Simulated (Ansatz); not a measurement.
ZnIn2O4 (model structure, started from the spinel type, Fd-3m, No. 227, 14 atoms in the cell), treated with PBEsol+SOC (PAW; Ansatz, a quantum-chemistry and plane-wave program).

Run with plane-wave cutoff 520 eV, 6×6×6 k mesh, Fermi–Dirac smearing 0.01 eV, PAW data made under PBE.

Cell (relaxed with PBEsol):

```cif
data_In16O32Zn8
_chemical_formula_sum 'In16 Zn8 O32'
_space_group_name_H-M_alt 'Fd-3m :1'
_space_group_IT_number 227
_space_group_name_Hall 'F 4d 2 3 -1d'
_cell_length_a 8.92152
_cell_length_b 8.92152
_cell_length_c 8.92152
_cell_angle_alpha 90.000
_cell_angle_beta 90.000
_cell_angle_gamma 90.000
loop_
_atom_site_label
_atom_site_type_symbol
_atom_site_symmetry_multiplicity
_atom_site_Wyckoff_symbol
_atom_site_fract_x
_atom_site_fract_y
_atom_site_fract_z
_atom_site_occupancy
In1 In 16 c 0.12500 0.12500 0.12500 1
Zn1 Zn 8 b 0.50000 0.50000 0.50000 1
O1 O 32 e 0.36935 0.36935 0.36935 1
```
(The calculation used a cell of 14 atoms; values per cell refer to that cell.)

### Question
What does this level give for the band gap?

### Answer

- band gap: 1.27 eV (on the SCF k mesh)

Note: the relaxation could raise the start's symmetry but not lower it, so the cell can be a saddle point.

Static lattice: no zero-point or thermal effects.

Computing time: around 2.3 core-minutes (rough).

A model structure was made by putting elements into a prototype or built by hand; it is no filed structure, need not be a known phase, and can be a saddle point held by its symmetry.
